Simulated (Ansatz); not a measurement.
```yaml
crystal:
  lattice:
    - [11.00000, 0.00000, 0.00000]
    - [0.00000, 11.00000, 0.00000]
    - [0.00000, 0.00000, 6.34901]
  atoms:
    - { symbol: Rb, position: [0.50000, 0.50000, 0.00000] }
    - { symbol: Br, position: [0.50000, 0.50000, 0.50000] }
```

Calculation: PBE (plane waves to 420 eV, PAW; Ansatz, a program for electronic structure). Mesh 1×1×48. No spin polarisation. Isolated but for its images some 11 Å away. A hypothetical model. Symmetry and one short period hold its shape; lower forms weren't sought. Pairing along the axis, which can open a gap, is among the distortions not tried. Values not marked SOC lack spin–orbit coupling.

**Question.** Tabulate the two highest filled and two lowest empty levels along the axis, from the valence top.

**Answer.** 
| k (2π/c) | v2 (eV) | v1 (eV) | c1 (eV) | c2 (eV) |
|---|---|---|---|---|
| 0.000 | 0.00 | 0.00 | 4.05 | – |
| 0.042 | 0.00 | 0.00 | 4.06 | – |
| 0.083 | 0.00 | 0.00 | 4.08 | – |
| 0.125 | -0.01 | -0.01 | 4.12 | – |
| 0.167 | -0.01 | -0.01 | 4.18 | – |
| 0.208 | -0.02 | -0.02 | 4.24 | – |
| 0.250 | -0.03 | -0.03 | 4.32 | – |
| 0.292 | -0.03 | -0.03 | – | – |
| 0.333 | -0.04 | -0.04 | – | – |
| 0.375 | -0.04 | -0.04 | – | – |
| 0.417 | -0.05 | -0.05 | – | – |
| 0.458 | -0.05 | -0.05 | – | – |
| 0.500 | -0.05 | -0.05 | – | – |
A dash stands for levels within 1 eV of the vacuum level or above it.
